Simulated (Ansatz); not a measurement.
PbF2 (Pnma, No. 62), treated with PBE0 in Ansatz (plane waves, PAW).

Settings: plane-wave cutoff 500 eV, 4×6×4 k mesh (along the axes of the cell as run), gaussian smearing 0.02 eV, scalar-relativistic PAW data made under PBE.

Cell (relaxed with r²SCAN):

PbF$_{2}$ has the orthorhombic space group Pnma (No. 62), Pearson symbol oP12. Cell: a = 6.422 Å, b = 3.883 Å, c = 7.684 Å, α = 90.00°, β = 90.00°, γ = 90.00°. Pb on 4c is surrounded by 7 F at 2.412–2.636 Å. F1 on 4c is coordinated by 1 Pb at 2.412 Å and 2 Pb at 2.635 Å (trigonal pyramidal). F2 on 4c is surrounded by 4 Pb at 2.446–2.636 Å (tetrahedral). (Neighbours: up to the widest gap in distance over summed covalent radii, below 1.35, at either atom; cation-cation and far metal-metal contacts left out.)

Predict the band gap.


band gap: 6.30 eV (on the SCF k mesh)

Note: cell and atoms aren't relaxed at this level (largest force component 0.06 eV/Å, pressure 1.2 GPa).

Spin–orbit coupling is not included; with these elements it can move the gap by several tenths of an eV or more.

The computed numbers hold no vibrational or temperature effects.

Cost on a shared machine: very roughly 18 core-minutes.

Ansatz is a quantum-chemistry and plane-wave program.
